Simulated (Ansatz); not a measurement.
Base system: BaZrO$_{3}$ in the cubic perovskite structure (space group Pm-3m, No. 221; a = 4.2272 Å).

Structures relaxed with PBE (Ansatz, a first-principles code, PAW, no spin-orbit coupling).

Base:

Simulated powder pattern, Cu Kα1, λ = 1.54056 Å (kinematic, ideal powder, no thermal factors, no anomalous dispersion; the 14 strongest lines at most, above 2 %, up to 2θ = 90°):

```
2θ (°)  I/Imax (%)    hkl
------  ----------  -----
29.87          100  (110)
36.80          7.0  (111)
42.75           32  (200)
53.02           40  (211)
62.05           20  (220)
70.37           18  (310)
78.28          6.5  (222)
85.97           22  (321)
```

After one change:

Simulated powder pattern, Cu Kα1, λ = 1.54056 Å (kinematic, ideal powder, no thermal factors, no anomalous dispersion; the 14 strongest lines at most, above 2 %, up to 2θ = 90°):

```tsv
2θ (°)	I/Imax (%)
31.39	100
38.70	6.8
44.98	31
55.88	39
65.51	19
74.44	17
83.00	6.4
```

Name the change that was made.
A) pressure −1 GPa
B) pressure −2 GPa
C) pressure 30 GPa
D) pressure 7 GPa

C, pressure 30 GPa. Its volume per atom is 13.06 Å³ against 15.11 Å³, and its space group is Pm-3m (No. 221).

Load acts through the strain it causes; cell and atoms are relaxed under it. No phonon test of stability was made. Competing high-pressure phases were not computed.
